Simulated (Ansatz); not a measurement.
Results of PBEsol (Ansatz, a program for electronic structure, plane waves, PAW) for LaInHO2 (model structure, started from the SrVO2H type, P4/mmm, No. 123, 5 atoms in the cell).

Run with plane-wave cutoff 520 eV, 14×14×14 k mesh, Fermi–Dirac smearing 0.05 eV, scalar-relativistic PAW data made under PBE.

Cell (relaxed at this level):

```xyz
5
Lattice="4.3259 0.0000 0.0000 0.0000 4.3259 0.0000 0.0000 0.0000 3.6447" Properties=species:S:1:pos:R:3 pbc="T T T"
La     2.1630     2.1630     1.8224
In     0.0000     0.0000     0.0000
O      2.1630     0.0000     0.0000
O      0.0000     2.1630     0.0000
H      0.0000     0.0000     1.8224
```

### Question
Estimate the bulk modulus B0 that the calculation returns.

### Answer

bulk modulus B0: 110 GPa

The run finds no gap.

Note: the bulk modulus is −V dP/dV from two relaxed cells at ±2 % in volume; the relaxation could raise the start's symmetry but not lower it, so the cell can be a saddle point.

Spin–orbit coupling is not included; it can open a gap where bands touch, and shift volumes and moduli.

The computed numbers hold no vibrational or temperature effects.

The result took roughly 2.6 core-minutes.

A model structure was made by putting elements into a prototype or built by hand; it is no filed structure, need not be a known phase, and can be a saddle point held by its symmetry.
